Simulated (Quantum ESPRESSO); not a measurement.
Quantum ESPRESSO 7.5, DFT, PBE, plane waves, SSSP 1.1.2 efficiency PBE: bcc Fe, 1 atom, spin-polarised from a ferromagnetic start (nspin = 2, starting_magnetization 0.3 on Fe). Basis and mesh were picked for this test and aren't claimed converged.

```json
{
  "cell": "2.48, 2.48, 2.48 Å; 109.5, 109.5, 109.5°",
  "task": "scf",
  "k mesh": "20×20×20",
  "ecutwfc": "45 Ry",
  "ecutrho": "360 Ry",
  "occupations": "smearing",
  "smearing": "mv",
  "degauss": "0.02 Ry",
  "conv_thr": "1e-09 Ry",
  "tprnfor": "true",
  "tstress": "false",
  "k-point pools (-nk)": "16",
  "diagonalization": "david (default)",
  "k-points computed (for each spin)": "256",
  "bands": "12",
  "electrons": "16",
  "G-vectors of the density": "9189",
  "FFT grid": "30×30×30",
  "symmetry_operations": "48"
}
```

It runs on a single node (AMD EPYC (Zen 5), 96 cores on 1 socket, no SMT, 12 L3 cache groups; 94 cores' worth of CPU time may be used).

Each time is the median wall time of two to five repeats, run one at a time on the otherwise empty machine; start-up is included. Processes are pinned to neighbouring cores unless said otherwise. The times hold for this build (conda-forge: Open MPI 5.0, OpenMP, OpenBLAS 0.3.34 (pthreads), FFTW, ScaLAPACK, ELPA). Scratch files lie in a memory file system.

All on 16 ranks. Base settings, kept where nothing else is said: mixing_mode = plain (default), mixing_beta = 0.7 (default), mixing_ndim = 8 (default). The settings tried:
- mixing_beta = 0.4
- mixing_beta = 1
- mixing_mode = TF, mixing_beta = 0.2
- mixing_mode = local-TF
- mixing_mode = TF
- mixing_beta = 0.2
- mixing_mode = TF, mixing_beta = 0.4
- mixing_ndim = 4
- mixing_ndim = 2
- mixing_ndim = 16
- mixing_mode = local-TF, mixing_beta = 0.4
- mixing_mode = local-TF, mixing_beta = 0.1
- mixing_beta = 0.1
- the base settings
- mixing_mode = TF, mixing_beta = 1
- mixing_mode = local-TF, mixing_beta = 0.2
- mixing_mode = TF, mixing_beta = 0.1

Which of them ends in the fewest SCF iterations, and which in the least time?

Fewest SCF iterations, with those close behind: mixing_beta = 1 (9); mixing_mode = TF, mixing_beta = 1 (9); the base settings (10); mixing_ndim = 4 (10); mixing_ndim = 16 (10). Shortest time: mixing_mode = TF, mixing_beta = 1, 2.5 s; level within 8 % or the scatter of repeats: mixing_beta = 1; the base settings; mixing_ndim = 4; mixing_ndim = 16. All converged.

```tsv
setting	SCF iterations	wall time
mixing_mode = TF, mixing_beta = 1	9	2.5 s
mixing_beta = 1	9	2.5 s
mixing_ndim = 4	10	2.6 s
mixing_ndim = 16	10	2.6 s
the base settings	10	2.6 s
mixing_mode = TF	11	2.7 s
mixing_mode = local-TF	11	2.7 s
mixing_mode = local-TF, mixing_beta = 0.4	12	2.8 s
mixing_ndim = 2	13	2.9 s
mixing_beta = 0.4	15	3.2 s
mixing_mode = TF, mixing_beta = 0.4	15	3.2 s
mixing_mode = TF, mixing_beta = 0.2	21	3.8 s
mixing_mode = TF, mixing_beta = 0.1	23	4.0 s
mixing_beta = 0.1	23	4.0 s
mixing_beta = 0.2	24	4.1 s
mixing_mode = local-TF, mixing_beta = 0.2	29	4.6 s
mixing_mode = local-TF, mixing_beta = 0.1	44	6.4 s
```
